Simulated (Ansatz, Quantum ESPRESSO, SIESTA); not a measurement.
## HfZn2 (P1, 6 atoms in the cell) computed with different codes at matched settings

Self-consistent single point, at a second geometry (atoms moved at random). First geometry:

```
CELL_PARAMETERS angstrom
      0.00000     3.55564     3.55564
      3.55564     0.00000     3.55564
      3.55564     3.55564     0.00000
ATOMIC_POSITIONS crystal
  Hf 0.75000 0.75000 0.75000
  Hf 0.50000 0.50000 0.50000
  Zn 0.12500 0.12500 0.62500
  Zn 0.12500 0.62500 0.12500
  Zn 0.12500 0.12500 0.12500
  Zn 0.62500 0.12500 0.12500
```
Moments meant for the start (each program seeds them in its own way; μB, in the order of the atoms Hf Hf Zn Zn Zn Zn): 1.0 1.0 0.0 0.0 0.0 0.0.

Second geometry:
```xyz
6
Lattice="0.0000 3.5556 3.5556 3.5556 0.0000 3.5556 3.5556 3.5556 0.0000" Properties=species:S:1:pos:R:3 pbc="T T T"
Hf     5.4142     5.3064     5.3171
Hf     3.5539     3.6111     3.5459
Zn     2.6915     2.7122     0.9029
Zn     2.6503     0.8866     2.6248
Zn     0.8539     0.9158     0.9705
Zn     0.8365     2.5682     2.6393
```
Moments meant for the start (each program seeds them in its own way; μB, in the order of the atoms Hf Hf Zn Zn Zn Zn): 1.0 1.0 0.0 0.0 0.0 0.0.

Shared settings, as Ansatz (a program for electronic structure) writes them: kpoints.mp_grid.grid = 5 5 5; scf.occupations.method = fermi_dirac; scf.occupations.width = 0.1 eV. Potentials and cutoffs stand in the table.

```tsv
code	model	ΔF from the first geometry (meV/atom)	pressure (GPa)	largest force (eV/Å)	cutoff
Quantum ESPRESSO	LDA (PZ), PSlibrary PAW (LDA) pseudopotentials	33.6	1.20	1.340	55 Ry
Ansatz	LDA (PW92), PAW files made with PBE	34.1	3.09	1.347	default
SIESTA	LDA PW92, numerical atomic orbitals DZP, PseudoDojo LDA standard norm-conserving potentials (rewritten from UPF to PSML)	40.7	1.71	1.585	grid 350 Ry
```

Size of the force on each atom (eV/Å): Sizes of forces hide their directions.

| code | Hf1 | Hf2 | Zn3 | Zn4 | Zn5 | Zn6 |
|---|---|---|---|---|---|---|
| Quantum ESPRESSO | 0.919 | 0.614 | 0.325 | 0.674 | 1.326 | 1.340 |
| Ansatz | 0.952 | 0.639 | 0.328 | 0.671 | 1.331 | 1.347 |
| SIESTA | 1.180 | 0.799 | 0.341 | 0.820 | 1.555 | 1.585 |

On Ansatz's run: spin-orbit coupling is off. The starting moments vanished: the run ended non-magnetic. The program warned that a starting moment was not kept.

The spread over the programs that give each value: ΔF from the first geometry within 7.1 meV/atom; pressure within 1.89 GPa; largest force within 0.245 eV/Å.

SIESTA uses small atom-centred bases, whose incompleteness enters pressures, forces and empty levels differently from a plane-wave cutoff. Ansatz's pressure is given at a fixed set of plane waves, as the other plane-wave codes print theirs; with its correction for the finite basis it is 3.14 GPa. The same LDA comes in different parametrisations, which differ slightly. In the force vectors, SIESTA (by 0.245) lies more than 0.08 eV/Å from the median of the plane-wave programs.

The starting cell comes from a database of computed structures (which also holds hypothetical and non-ambient phases and stackings), without a prior relaxation at this level. Its lattice was rescaled by a random factor within 2.5 % of one. For this run, on top of that: atoms moved at random.

Keys are those of Ansatz 0.2.
